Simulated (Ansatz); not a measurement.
# Rock-salt GaAs (model structure): enthalpy of formation by level of theory

No measured value is used here.

| level (code) | value (eV/atom) |
|---|---|
| LDA (Ansatz) | -0.045 |
| PBE-D4 (Ansatz) | -0.053 |
| rVV10 (Ansatz) | 0.009 |

Each level is taken at its own relaxed cell. Ansatz's density-functional and Hartree–Fock values are scalar-relativistic unless marked +SOC, with PAW data made under PBE.

A model structure was made by putting elements into a prototype or built by hand; it is no filed structure, need not be a known phase, and can be a saddle point held by its symmetry.

Ansatz is a quantum-chemistry and plane-wave program.
